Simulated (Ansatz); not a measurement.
The parent structure is ScBi in the zinc blende structure (space group F-43m, No. 216; a = 6.739 Å; a hypothetical phase, not in the database extracts checked). Axes: x, y, z lie along the cube axes.

The values are results of Ansatz (a first-principles code), PBE, PAW, cutoff 420 eV, no spin-orbit coupling, not measurements.

A first run, uniaxial strain ε_yy = +0.94 %, gives secant values C11 ≈ 39 GPa and C12 ≈ 34 GPa from its stress. A second run applies biaxial strain +2.89 %, plane normal [001], relaxed out of plane.

What does linear elasticity predict for −ε⊥/ε∥ in the second run, and what does the run give?

Linear elasticity: 2 C12/C11 = 1.74. The run gives 2.00; any difference comes from nonlinear terms at these strains and numerical noise.

No phonon test of stability was made. The final runs are not spin-polarised.
